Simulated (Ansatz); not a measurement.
Results of r²SCAN (Ansatz, a first-principles code, plane waves, PAW) for cubic perovskite KMgF₃.

From the output:

```
Crystal: 5 atoms, lattice volume = 65.601 Å³
Basis set: ecut = 560 eV, 1935 PW (Γ), exchange–correlation on 96×96×96 points (27 copies of the dense FFT grid, shifted against one another)
Bands: 25, of which v1, the nominal top of the filled ones, is band 20 counted from 1 (19 counted from 0)
Symmetry: 48 space group operations
Space group: Pm-3m (ITA 221), of the structure as read, at distance tolerance 4.0e-5 Å
k-points: 35 of 512
Functional: x = r2scan, c = r2scan; τ floored in thin density (d = 2e-4 eV/Å³)
SCF iter   1: F=—  HF=-5907.227968 eV  |F-HF|=—  |Δ(HF+E_count)|=         —  Δρ=8.08e-3  dr2=3.16e-2  dr2_τ=9.54e-2
SCF iter   2: F=—  HF=-5907.327330 eV  |F-HF|=—  |Δ(HF+E_count)|=   9.94e-2  Δρ=3.88e-3  dr2=4.32e-3  dr2_τ=7.37e-4
  ...
SCF iter   7: F=—  HF=-5907.326607 eV  |F-HF|=—  |Δ(HF+E_count)|=   6.85e-8  Δρ=1.60e-6  dr2=1.47e-9  dr2_τ=1.36e-10
SCF iter   8: F=-5907.326607 eV  HF=-5907.326607 eV  |F-HF|=1.64e-11  |Δ(HF+E_count)|=  8.10e-10  Δρ=3.31e-7  dr2=5.61e-11  dr2_τ=5.20e-12
SCF 1 converged in 8 iterations: F = -5907.326607 eV  dr2 = 5.61e-11
SCF converged after 8 iterations
Free energy (F): -5907.326607 eV
Internal energy: -5907.326607 eV  (E = F + TS)
E sigma→0 (E₀):  -5907.326607 eV
Fermi energy:    5.914634 eV
--- Forces (eV/Å), atoms counted from 1 ---
  atom   1  K     -0.00000000     0.00000000    -0.00000000
  atom   2  Mg     0.00000000     0.00000000     0.00000000
  atom   3  F      0.00000000    -0.00000000     0.00000000
  atom   4  F      0.00000000     0.00000000    -0.00000000
  atom   5  F     -0.00000000     0.00000000     0.00000000
--- Stress (GPa, compression-positive) ---
       -2.803327       0.000000       0.000000
        0.000000      -2.803327       0.000000
        0.000000       0.000000      -2.803327
  P = ⅓ Tr σ = -2.8033 GPa (-28.033 kbar)
```

**Question.** Write an input file that could have produced this run (the log leaves some choices open).

**Answer.** This is not unique; one that fits is 
Ansatz 0.2 input:
```yaml
crystal:
  lattice:
    - [4.0330724575, 0.0, 0.0]
    - [0.0, 4.0330724575, 0.0]
    - [0.0, 0.0, 4.0330724575]
  atoms:
    - { symbol: K, position: [0.0, 0.0, 0.0] }
    - { symbol: Mg, position: [0.5, 0.5, 0.5] }
    - { symbol: F, position: [0.5, 0.0, 0.5] }
    - { symbol: F, position: [0.0, 0.5, 0.5] }
    - { symbol: F, position: [0.5, 0.5, 0.0] }
basis:
  ecutwfc: 560
  ecutrho_ratio: 4
  xc_grid: 3
kpoints:
  mp_grid: { grid: [8, 8, 8] }
hamiltonian:
  xc: r2scan
  dispersion: none
  pseudopotentials: { kind: paw }
scf:
  occupations: { method: fermi_dirac, width: 0.01 }
  convergence: { dr2_threshold: 0.0000000005 }
output:
  forces: true
  stress: true
  eigenvalues: true
```

The cell is one volume of an energy–volume scan, off the minimum.

The PAW data were made under PBE.

Computing time: very roughly 7 core-seconds.
